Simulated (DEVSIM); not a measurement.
Structure: abrupt CdTe p-n junction, at 350 K.

```csv
layer (left to right),material,thickness (μm),Nd (cm⁻³),Na (cm⁻³),τn (s),τp (s)
1,CdTe,4.00,-,2.3e16,1.4e-9,1.4e-9
2,CdTe,2.10,2.1e14,-,1.4e-9,4.2e-11
```

Left contact: ohmic. Right contact: ohmic. Voltage is applied to the left contact. Recombination: SRH at mid-gap, radiative, Auger. Mobility is μmin + (μ − μmin)/(1 + (N/Nref)^α).

Constants are typed, rounded textbook-type inputs, not results; the design itself was drawn at random and stands for no fabricated device. Values at 300 K; Nc and Nv go as T^1.5, mobilities as T to minus their exponent, the gap by Varshni's rule with the affinity fixed.

```tsv
parameter	CdTe
gap (eV)	1.5
affinity (eV)	4.28
permittivity	10.2
Nc (cm⁻³)	8e17
Nv (cm⁻³)	1.8e19
μn (cm²/Vs)	1000
μp (cm²/Vs)	80
μn,min	100
μp,min	10
Nref,n	1e17
Nref,p	1e17
αn	0.6
αp	0.6
T exponent of μn	1.7
T exponent of μp	1.5
B (cm³/s)	1e-10
Cn (cm⁶/s)	1e-30
Cp (cm⁶/s)	1e-30
Varshni α (eV/K)	0.00031
Varshni β (K)	108
```

Simulated with DEVSIM: 1D drift-diffusion, Boltzmann statistics, complete ionisation; no tunnelling, impact ionisation, image-force lowering or self-heating.

Problem. Tabulate band edges, carrier densities and field at 1.1 V on the left contact.

Solution. Energies count from the Fermi level of the right contact; mesh points crowd at the junctions.

```json
[
 {"x (μm)": "0.000", "Ec (eV)": "0.178", "Ev (eV)": "-1.308", "n (cm⁻³)": "< 1e2", "p (cm⁻³)": "2.3e16", "field (V/cm)": "95"},
 {"x (μm)": "0.02592", "Ec (eV)": "0.178", "Ev (eV)": "-1.308", "n (cm⁻³)": "5.6e11", "p (cm⁻³)": "2.3e16", "field (V/cm)": "95"},
 {"x (μm)": "0.07947", "Ec (eV)": "0.178", "Ev (eV)": "-1.307", "n (cm⁻³)": "1.7e12", "p (cm⁻³)": "2.3e16", "field (V/cm)": "95"},
 {"x (μm)": "0.1817", "Ec (eV)": "0.179", "Ev (eV)": "-1.306", "n (cm⁻³)": "3.9e12", "p (cm⁻³)": "2.3e16", "field (V/cm)": "95"},
 {"x (μm)": "0.5178", "Ec (eV)": "0.182", "Ev (eV)": "-1.303", "n (cm⁻³)": "1.1e13", "p (cm⁻³)": "2.3e16", "field (V/cm)": "95"},
 {"x (μm)": "1.096", "Ec (eV)": "0.188", "Ev (eV)": "-1.298", "n (cm⁻³)": "2.2e13", "p (cm⁻³)": "2.3e16", "field (V/cm)": "94"},
 {"x (μm)": "2.231", "Ec (eV)": "0.199", "Ev (eV)": "-1.287", "n (cm⁻³)": "4.8e13", "p (cm⁻³)": "2.3e16", "field (V/cm)": "92"},
 {"x (μm)": "3.343", "Ec (eV)": "0.209", "Ev (eV)": "-1.277", "n (cm⁻³)": "9.0e13", "p (cm⁻³)": "2.3e16", "field (V/cm)": "87"},
 {"x (μm)": "3.681", "Ec (eV)": "0.211", "Ev (eV)": "-1.274", "n (cm⁻³)": "1.1e14", "p (cm⁻³)": "2.3e16", "field (V/cm)": "85"},
 {"x (μm)": "3.858", "Ec (eV)": "0.213", "Ev (eV)": "-1.273", "n (cm⁻³)": "1.2e14", "p (cm⁻³)": "2.3e16", "field (V/cm)": "25"},
 {"x (μm)": "3.944", "Ec (eV)": "0.210", "Ev (eV)": "-1.276", "n (cm⁻³)": "1.4e14", "p (cm⁻³)": "2.0e16", "field (V/cm)": "-1300"},
 {"x (μm)": "3.994", "Ec (eV)": "0.193", "Ev (eV)": "-1.293", "n (cm⁻³)": "2.5e14", "p (cm⁻³)": "1.1e16", "field (V/cm)": "-7000"},
 {"x (μm)": "4.015", "Ec (eV)": "0.177", "Ev (eV)": "-1.308", "n (cm⁻³)": "4.3e14", "p (cm⁻³)": "6.6e15", "field (V/cm)": "-6200"},
 {"x (μm)": "4.057", "Ec (eV)": "0.159", "Ev (eV)": "-1.327", "n (cm⁻³)": "8.0e14", "p (cm⁻³)": "3.4e15", "field (V/cm)": "-3100"},
 {"x (μm)": "4.179", "Ec (eV)": "0.143", "Ev (eV)": "-1.342", "n (cm⁻³)": "1.3e15", "p (cm⁻³)": "1.6e15", "field (V/cm)": "-230"},
 {"x (μm)": "4.392", "Ec (eV)": "0.148", "Ev (eV)": "-1.337", "n (cm⁻³)": "1.2e15", "p (cm⁻³)": "1.0e15", "field (V/cm)": "410"},
 {"x (μm)": "4.830", "Ec (eV)": "0.169", "Ev (eV)": "-1.316", "n (cm⁻³)": "6.7e14", "p (cm⁻³)": "4.7e14", "field (V/cm)": "540"},
 {"x (μm)": "5.459", "Ec (eV)": "0.208", "Ev (eV)": "-1.278", "n (cm⁻³)": "3.3e14", "p (cm⁻³)": "1.3e14", "field (V/cm)": "690"},
 {"x (μm)": "5.869", "Ec (eV)": "0.238", "Ev (eV)": "-1.248", "n (cm⁻³)": "2.3e14", "p (cm⁻³)": "3.1e13", "field (V/cm)": "770"},
 {"x (μm)": "5.995", "Ec (eV)": "0.247", "Ev (eV)": "-1.238", "n (cm⁻³)": "2.2e14", "p (cm⁻³)": "1.3e13", "field (V/cm)": "780"},
 {"x (μm)": "6.061", "Ec (eV)": "0.253", "Ev (eV)": "-1.233", "n (cm⁻³)": "2.1e14", "p (cm⁻³)": "4.6e12", "field (V/cm)": "780"},
 {"x (μm)": "6.100", "Ec (eV)": "0.256", "Ev (eV)": "-1.230", "n (cm⁻³)": "2.1e14", "p (cm⁻³)": "< 1e2", "field (V/cm)": "780"}
]
```
